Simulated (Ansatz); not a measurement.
SrO under load (space group R-3m), r2SCAN, rigid bands (Ansatz, an electronic-structure program). Condition of this run: biaxial stress in (111) of -1.8 GPa (compression positive) (the target of the relaxation). Band gap 3.77 eV, N_c = 3.46e19 cm⁻³ and N_v = 1.28e20 cm⁻³ at 300 K, conductivity masses of 0.519 mₑ (electrons) and 1.55 mₑ (holes). Take k_BT = 0.02585 eV.

Problem. Find the intrinsic carrier density and the intrinsic Fermi level.

Solution. n_i = √(N_c N_v) exp(−E_g/2k_BT) = 6.65e19 × exp(−72.92) = 1.4e-12 cm⁻³. The level lies (k_BT/2) ln(N_v/N_c) = 17 meV from mid-gap (positive towards the conduction band). Each 0.1 eV added to the gap lowers n_i by a factor of 6.9.

Problem. What thermal injection velocity √(2k_BT/πm) limits a ballistic channel?

Solution. 7.47e6 cm/s for electrons and 4.32e6 cm/s for holes, a ratio of √(m_h/m_e) = 1.73, for dilute carriers.

Problem. A film of it is 8 nm thick. Estimate the confinement energies in an infinite well.

Solution. ħ²π²/(2m t²) = 0.376 eV·nm²/(m/mₑ × t²) gives 11.3 meV for electrons and 3.79 meV for holes, so the gap would widen to about 3.79 eV. Finite barriers and nonparabolic bands lower this, and with several valleys or bands the heaviest mass along the normal sets the lowest level, not this average.

Rigid bands with the computed gap; masses take one relaxation time for all states. Spin-orbit coupling is left out; where it splits the top of the valence band, N_v and the p-type Seebeck coefficient come out somewhat high without it. Geometry: cell and atoms relaxed with PBEsol.
